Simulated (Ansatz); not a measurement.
For MgGaNO (model structure, started from the AlSiCN type, P3m1, No. 156, 4 atoms in the cell), LDA (PAW; Ansatz, a quantum-chemistry and plane-wave program) gives:

- lattice constant a: 3.202 Å
- c axis length: 5.102 Å
- bulk modulus B0: 158 GPa
- cohesive energy: 5.49 eV/atom
- band gap: 2.30 eV

### Question
What does r²SCAN (PAW; Ansatz) give for the same quantities?

### Answer

- lattice constant a: 3.231 Å (goes up by 0.9 %)
- lattice parameter c: 5.157 Å (rises by 1.1 %)
- bulk modulus: 154 GPa (shrinks by 2.5 %)
- cohesive energy: 4.74 eV/atom (drops by 0.75 eV/atom)
- band gap: 2.61 eV (goes up by 0.31 eV)

Changes are worked out from the printed values.

Unless a cell is named, each level is at its own relaxed cell (LDA 11.33, r²SCAN 11.66 Å³/atom).

Levels without +SOC have no spin–orbit coupling; where heavier elements are present it shifts gaps, mostly down, and can invert bands. Density-functional gaps are differences of (generalised) Kohn–Sham levels.

Caveats: the bulk modulus is −V dP/dV from two relaxed cells at ±2 % in volume (LDA, r²SCAN). Ansatz's density-functional and Hartree–Fock values are scalar-relativistic unless marked +SOC, with PAW data made under PBE.

A model structure was made by putting elements into a prototype or built by hand; it is no filed structure, need not be a known phase, and can be a saddle point held by its symmetry.
